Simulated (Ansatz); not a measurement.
**CeO2, response to strain**

The parent structure is CeO$_{2}$ in the fluorite structure (space group Fm-3m, No. 225; a = 5.464 Å).

Strains are applied to the cell and any free atomic positions relax.

Computed with Kohn–Sham DFT with the PBE functional, run in Ansatz (a first-principles code) with PAW and 420 eV plane waves, no SOC, earlier PAW set.

| isotropic strain (%) | pressure (GPa) |
|---|---|
| -1.96 | 11.8 |
| -0.67 | 3.7 |
| 0 | 0.0 |
| 0.34 | ? |
| 4.1 | -15.9 |

Question: Fit P = P₀ − Bδ + Cδ² with δ = (1 + ε)³ − 1 to the rows shown and predict the withheld row.

Answer: Least squares on the printed values gives P₀ = 0.0 GPa, B = 180 GPa, C = 436 GPa (largest residual 0.0 GPa); this predicts -1.8 GPa, and the run gives -1.7 GPa, in agreement.

Stability against distortions was not tested. Seeded moments were not kept for the base. All final runs are without spin polarisation.
